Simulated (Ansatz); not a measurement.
The starting structures come from a database of crystals and need not be the phases stable at ambient conditions.

The decay constant κ of evanescent states in the gap governs leakage through a thin film.

Consider the following.

```
CELL_PARAMETERS angstrom
      6.80623     0.00000     0.00000
      0.00000     8.18132     0.00000
      0.00000     3.84988     5.10437
ATOMIC_POSITIONS crystal
  Ca 0.12832 0.87599 0.84931
  Ca 0.87168 0.12401 0.15069
  Ca 0.62832 0.62401 0.15069
  Ca 0.37168 0.37599 0.84931
  Se 0.66274 0.09619 0.64472
  Se 0.33726 0.90381 0.35528
  Se 0.16274 0.40381 0.35528
  Se 0.83726 0.59619 0.64472
  O  0.58269 0.31186 0.60223
  O  0.41731 0.68814 0.39777
  O  0.08269 0.18814 0.39777
  O  0.91731 0.81186 0.60223
  O  0.31375 0.52019 0.08464
  O  0.68625 0.47981 0.91536
  O  0.81375 0.97981 0.91536
  O  0.18625 0.02019 0.08464
  O  0.97217 0.57095 0.21169
  O  0.02783 0.42905 0.78831
  O  0.47217 0.92905 0.78831
  O  0.52783 0.07095 0.21169
```

Space group of this cell: P2_1/c. The cell is taken as given; by r2SCAN its mean pressure is -0.8 GPa.

Transport runs along the normal of the first two printed cell vectors.

No gap correction and no spin-orbit coupling; mid-gap values are interpolated between computed energies.

Question: State the band gap and the smallest decay constant κ at mid-gap according to r2SCAN (Ansatz, a quantum-chemistry and plane-wave program).

Answer: Gap 4.80 eV on a 6×6×6 mesh; κ = 0.476 1/Å, at the zone centre.
